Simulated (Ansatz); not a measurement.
**BeS: pressure series**

Take BeS in the zinc blende structure (space group F-43m, No. 216) as the base.

```
BeS
1.0
    0.00000     2.39818     2.39818
    2.39818     0.00000     2.39818
    2.39818     2.39818     0.00000
Be S
1 1
Direct
  0.00000   0.00000   0.00000
  0.25000   0.25000   0.25000
```

Cell and atoms are relaxed at each pressure.

Calculations: DFT with LDA, PAW potentials and a 420 eV plane-wave cutoff in Ansatz (a quantum-chemistry and plane-wave program), without spin-orbit coupling.

Candidates:
(a) pressure −1 GPa
(b) pressure −2 GPa
(c) pressure 15 GPa

Before the change:

The band gap is 2.82 eV.

**Question.** Order them by band gap, highest first.

**Answer.** (b) pressure −2 GPa (2.87 eV), (a) pressure −1 GPa (2.85 eV), (c) pressure 15 GPa (2.52 eV)

Load acts through the strain it causes; cell and atoms are relaxed under it. Stability against distortions was not tested. No other phases were tried under pressure.
